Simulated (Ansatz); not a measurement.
The complex Si vacancy + O on the C site in metastable 2H silicon carbide (the Si site; C 1.89 Å away) and its isolated parts, with the Fermi level 1.20 eV above the valence-band maximum, each in its stable bound charge state.

Computed with PBE, PAW (plane waves to 420 eV; Ansatz, a first-principles code). Cell and caveats: 96-site cell; 2×2×2 shifted k-points; host gap 2.31 eV; charged states image-corrected; finite-size errors of tenths of an eV; flagged in the runs: for some of the defects a host whose relaxation on this sampling wasn't shown to rest.

```json
[
 {"defect": "Si vacancy", "charge": "−1", "E_f, elements as references (eV)": "7.01"},
 {"defect": "O on the C site", "charge": "+2", "E_f, elements as references (eV)": "-0.62"},
 {"defect": "Si vacancy + O on the C site [the Si site; C 1.89 Å away]", "charge": "0", "E_f, elements as references (eV)": "2.33"}
]
```

Binding energy, the parts less the complex: 7.01 + -0.62 − (2.33) = 4.06 eV, bound. The charge changes by −1 on pairing, so the value moves with the Fermi level.
